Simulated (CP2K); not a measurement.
## Input and output of a self-consistent single point for SnF3 (Fm-3m, 8 atoms in the cell) (CP2K)

Level of theory: PBEsol, GPW, DZVP-MOLOPT-SR-GTH basis, GTH-PBE potentials (GTH_POTENTIALS) in CP2K 2026.2.

Input:

```
&GLOBAL
  PROJECT calc
  RUN_TYPE ENERGY_FORCE
  PRINT_LEVEL LOW
&END GLOBAL
&FORCE_EVAL
  METHOD Quickstep
  STRESS_TENSOR ANALYTICAL
  &DFT
    BASIS_SET_FILE_NAME BASIS_MOLOPT
    POTENTIAL_FILE_NAME GTH_POTENTIALS
    &QS
      METHOD GPW
      EPS_DEFAULT 1E-10
    &END QS
    &MGRID
      CUTOFF 550
      REL_CUTOFF 50
      NGRIDS 5
    &END MGRID
    &SCF
      SCF_GUESS ATOMIC
      EPS_SCF 1E-6
      MAX_SCF 100
      ADDED_MOS 9
      &DIAGONALIZATION
        ALGORITHM STANDARD
      &END DIAGONALIZATION
      &MIXING
        METHOD BROYDEN_MIXING
        ALPHA 0.3
        NBUFFER 8
        BETA 1.5
      &END MIXING
      &SMEAR ON
        METHOD FERMI_DIRAC
        ELECTRONIC_TEMPERATURE [K] 580.23
      &END SMEAR
    &END SCF
    &KPOINTS
      SCHEME MACDONALD 6 6 6 0.08333333333 0.08333333333 0.08333333333
    &END KPOINTS
    &XC
      &XC_FUNCTIONAL
        &PBE
          PARAMETRIZATION PBESOL
        &END PBE
      &END XC_FUNCTIONAL
    &END XC
    &PRINT
      &MO
        EIGENVALUES T
        OCCUPATION_NUMBERS T
        NDIGITS 8
        FILENAME mo
        &EACH
          QS_SCF 0
        &END EACH
        ADD_LAST NUMERIC
      &END MO
      &MULLIKEN OFF
      &END MULLIKEN
    &END PRINT
  &END DFT
  &SUBSYS
    &CELL
      A 6.09871700 0.00000000 0.00000000
      B 3.04935800 5.28164400 0.00000000
      C 3.04935800 1.76054800 4.97958100
      PERIODIC XYZ
    &END CELL
    &COORD
      SCALED
      Sn       0.50000000     0.50000000     0.50000000
      Sn       0.00000000     0.00000000     0.00000000
      F        0.72819000     0.27181000     0.72819000
      F        0.27181000     0.72819000     0.27181000
      F        0.72819000     0.27181000     0.27181000
      F        0.27181000     0.72819000     0.72819000
      F        0.72819000     0.72819000     0.27181000
      F        0.27181000     0.27181000     0.72819000
    &END COORD
    &KIND Sn
      BASIS_SET DZVP-MOLOPT-SR-GTH-q4
      POTENTIAL GTH-PBE-q4
    &END KIND
    &KIND F
      BASIS_SET DZVP-MOLOPT-SR-GTH-q7
      POTENTIAL GTH-PBE-q7
    &END KIND
  &END SUBSYS
  &PRINT
    &FORCES ON
    &END FORCES
    &STRESS_TENSOR ON
    &END STRESS_TENSOR
  &END PRINT
&END FORCE_EVAL
```

Output, abridged:

```
 GLOBAL| Method name                                                        CP2K
 GLOBAL| Project name                                                       calc
 GLOBAL| Run type                                                   ENERGY_FORCE

 TOTAL NUMBERS AND MAXIMUM NUMBERS

  Total number of            - Atomic kinds:                                   2
                             - Atoms:                                          8
                             - Shell sets:                                     8
                             - Shells:                                        40
                             - Primitive Cartesian functions:                 40
                             - Cartesian basis functions:                    112
                             - Spherical basis functions:                    104

  Maximum angular momentum of- Orbital basis functions:                        2
                             - Local part of the GTH pseudopotential:          2
                             - Non-local part of the GTH pseudopotential:      4

 SCF PARAMETERS         Density guess:                                    ATOMIC
                        max_scf:                                             100
                        max_diis:                                              4
                        eps_scf:                                        1.00E-06
                        eps_diis:                                       1.00E-01
                        eps_eigval:                                     1.00E-05
                        level_shift [a.u.]:                             0.000000
                        added MOs                                         9    0
                        Mixing method:                            BROYDEN_MIXING
                                                charge density mixing in g-space
                        Smear method:                                FERMI_DIRAC
                        Electronic temperature [K]:                        580.2
                        Electronic temperature [a.u.]:                  1.84E-03
                        Accuracy threshold:                             1.00E-10
                        No outer SCF

 Extrapolation method: initial_guess

 Number of electrons:                                                         50
 Number of occupied orbitals:                                                 25
 Number of molecular orbitals:                                                34

 Number of orbital functions:                                                104
 Number of independent orbital functions:                                    104

 SCF WAVEFUNCTION OPTIMIZATION

  Step     Update method      Time    Convergence         Total energy    Change
     1 NoMix/Diag. 0.30E+00      -     1.30229115      -151.9326085575 -1.52E+02
     2 Broy./Diag. 0.30E+00      -     0.07689651      -144.1547234532  7.78E+00
     3 Broy./Diag. 0.30E+00      -     0.11458167      -149.5296268564 -5.37E+00
     4 Broy./Diag. 0.30E+00      -     0.05388333      -152.4330557978 -2.90E+00
     5 Broy./Diag. 0.30E+00      -     0.04642852      -151.8068549627  6.26E-01
     6 Broy./Diag. 0.30E+00      -     0.01807240      -152.2741854685 -4.67E-01
     7 Broy./Diag. 0.30E+00      -     0.00926446      -152.1674740660  1.07E-01
   [... 10 lines left out ...]
    18 Broy./Diag. 0.30E+00      -     0.00000982      -152.1517823852  4.52E-06
    19 Broy./Diag. 0.30E+00      -     0.00001553      -152.1518789104 -9.65E-05
    20 Broy./Diag. 0.30E+00      -     0.00000505      -152.1518683081  1.06E-05
    21 Broy./Diag. 0.30E+00      -     0.00000135      -152.1518562351  1.21E-05
    22 Broy./Diag. 0.30E+00      -     0.00000035      -152.1518597952 -3.56E-06

  *** SCF run converged in    22 steps ***

  Electronic density on regular grids:        -49.9999999891        0.0000000109
  Core density on regular grids:               49.9999999959       -0.0000000041
  Total charge density on r-space grids:        0.0000000068
  Total charge density g-space grids:           0.0000000068

  Overlap energy of the core charge distribution:               0.00000031298145
  Self energy of the core charge distribution:               -400.79531259329127
  Core Hamiltonian energy:                                    111.92143297726456
  Hartree energy:                                             166.42003513705490
  Exchange-correlation energy:                                -29.69801562918267
  Electronic entropic energy:                                  -0.00000000000065
  Fermi energy:                                                 0.01772950659070

  Total energy:                                              -152.15185979517369
  Total energy (extrapolated to T->0):                       -152.15185979517338

 ENERGY| Total FORCE_EVAL ( QS ) energy [hartree]           -152.151855920422747

 FORCES| Atomic forces [hartree/bohr]
 FORCES|   Atom     x               y               z               |f|
 FORCES|      1 -1.12643780E-08 -1.75037000E-09 -3.61768005E-09   1.19598335E-08
 FORCES|      2 -1.07017066E-09  1.95225347E-09  2.85977607E-09   3.62420723E-09
 FORCES|      3  9.05401934E-03 -5.26589228E-03  7.40621138E-03   1.28279716E-02
 FORCES|      4 -9.05401290E-03  5.26588576E-03 -7.40622421E-03   1.28279718E-02
 FORCES|      5  3.33760581E-05 -1.04739543E-02 -7.40621546E-03   1.28279718E-02
 FORCES|      6 -3.33763118E-05  1.04739557E-02  7.40621646E-03   1.28279735E-02
 FORCES|      7  9.05401925E-03  5.22735388E-03 -7.43346166E-03   1.28279712E-02
 FORCES|      8 -9.05401288E-03 -5.22734850E-03  7.43347455E-03   1.28279720E-02
 FORCES| Sum     2.15103515E-10  4.27407405E-10  3.00887682E-10
 FORCES| Total atomic force                                       5.65225626E-10

 STRESS| Analytical stress tensor [bar]
 STRESS|                        x                   y                   z
 STRESS|      x        5.19241212349E+04   1.41081401426E+02   9.97594905168E+01
 STRESS|      y        1.41081401426E+02   5.17610435930E+04   5.75052240112E+01
 STRESS|      z        9.97594905168E+01   5.75052240112E+01   5.17203321824E+04
 STRESS| 1/3 Trace                                             5.18018323368E+04
```

The run converged in 22 iterations.

The starting cell comes from a database of computed structures (which also holds hypothetical and non-ambient phases and stackings), without a prior relaxation at this level. Its lattice was rescaled by a random factor within 2.5 % of one. Values carry the incompleteness of an atom-centred basis. The potentials were made for another functional than the one used. With a pressure of about 5 GPa the cell is away from its equilibrium volume at this level.

Cost on one core of a shared machine: roughly 2 min.
